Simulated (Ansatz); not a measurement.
The parent structure is CdS in the zinc blende structure (space group F-43m, No. 216).

```xyz
2
Lattice="0.0000 2.9389 2.9389 2.9389 0.0000 2.9389 2.9389 2.9389 0.0000" Properties=species:S:1:pos:R:3 pbc="T T T"
S      1.4694     1.4694     1.4694
Cd     0.0000     0.0000     0.0000
```

The values are results of r2SCAN (Ansatz, a first-principles code; PAW; 500 eV plane waves; without spin-orbit coupling), not measurements.

Before the change:

```
Quantity                           Result
-------------  --------------------------
Hole mass      0.16, 0.78, 0.78 mₑ (at Γ)
Gap character                 direct at Γ
```

The change: every Cd is replaced by Be; the structure is relaxed again.

What happens to the hole mass and gap character?

The hole mass (degenerate bands, along [100]) changes from 0.16, 0.78, 0.78 mₑ (at Γ) to 0.34, 0.57, 0.57 mₑ (at Γ); the gap character goes from direct at Γ to indirect, Γ → X.

Masses are band curvatures over ±0.01 Å⁻¹ around the edge. Whether these cells are dynamically stable was not tested.
